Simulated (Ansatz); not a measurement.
An ideal cubic perovskite cell is held by its symmetry; such compounds can tilt or shift off centre at room temperature. The starting structures come from a database of crystals and need not be the phases stable at ambient conditions.

 Where the default PAW files enter, the runs use the earlier of Ansatz's two default sets.

## Evanescent states of RbMgF3 (Pm-3m, cubic perovskite, not sure to be the ambient phase, 5 atoms a cell, 13.4 Å³ an atom) along the normal of (110)

Calculation: r2SCAN (plane waves, PAW; Ansatz, a program for electronic structure).

The gap is the functional's own, uncorrected, and κ follows it; spin-orbit coupling is left out. Mid-gap values are interpolated between the computed energies.

Energies count from the valence-band top; κ is the least over a 8×6 mesh across the current.

```tsv
E (eV)	κ (1/Å)	where
0.18	0.248	Γ
0.56	0.337	Γ
0.93	0.394	Γ
1.29	0.435	Γ
1.67	0.464	Γ
2.04	?	Γ
2.40	?	Γ
2.77	?	Γ
3.15	?	Γ
3.52	?	Γ
3.88	?	Γ
4.25	?	Γ
4.62	?	Γ
5.00	?	Γ
5.37	?	Γ
5.74	?	Γ
6.11	?	Γ
6.47	?	Γ
6.84	0.388	Γ
7.21	0.346	Γ
7.58	0.291	Γ
7.96	0.213	Γ
8.32	0.043	Γ
```

### Question
Fill in the missing entries.

### Answer

- 2.04, κ (1/Å): 0.486
- 2.40, κ (1/Å): 0.502
- 2.77, κ (1/Å): 0.513
- 3.15, κ (1/Å): 0.520
- 3.52, κ (1/Å): 0.523
- 3.88, κ (1/Å): 0.523
- 4.25, κ (1/Å): 0.519
- 4.62, κ (1/Å): 0.512
- 5.00, κ (1/Å): 0.502
- 5.37, κ (1/Å): 0.489
- 5.74, κ (1/Å): 0.471
- 6.11, κ (1/Å): 0.449
- 6.47, κ (1/Å): 0.422
